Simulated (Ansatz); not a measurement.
Base system: ZrSi2 (space group Cmcm, No. 63; a = 3.689 Å, b = 14.858 Å, c = 3.667 Å).

The values are results of r2SCAN (Ansatz, a first-principles code; PAW; 500 eV plane waves; no spin-orbit coupling), not measurements.

Base values:

```
Item               Result
---------------  --------
Band gap             zero
Volume per atom  16.75 Å³
```

Now apply this change: a hydrostatic pressure of 30 GPa.

### Question
Estimate the effect on the band gap.

### Answer
The band gap is still zero.

### Question
Estimate the effect on the volume per atom.

### Answer
The volume per atom drops by 2.62 Å³ (16.75 Å³ → 14.13 Å³).

Load acts through the strain it causes; cell and atoms are relaxed under it. No phonon test of stability was made. No other phases were tried under pressure. The final runs are not spin-polarised.
